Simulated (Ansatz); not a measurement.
Cubic perovskite CsCdCl3, treated with PBEsol-D3(BJ) in Ansatz (plane waves, PAW).

Settings: plane-wave cutoff 520 eV, 8×8×8 k mesh, Fermi–Dirac smearing 0.01 eV, scalar-relativistic PAW data made under PBE.

The volume scan:

```
V (Å³/atom)  E − E_lowest (meV/atom)  P (GPa)
-----------  -----------------------  -------
25.586                         13.52    2.822
26.131                          5.76    1.766
26.675                          1.38    0.830
27.220                          0.00   -0.001
27.764                          1.28   -0.738
28.308                          4.92   -1.391
28.853                         10.65   -1.970
```

Problem. What bulk modulus B0 and pressure derivative B′ does a third-order Birch–Murnaghan fit give?

Solution. V0 = 27.219 Å³/atom, B0 = 39.1 GPa, B′ = 5.0 (fit to the energies at full precision).

Spin–orbit coupling is not included.

Computed values are for the static lattice.

Ansatz is a quantum-chemistry and plane-wave program.
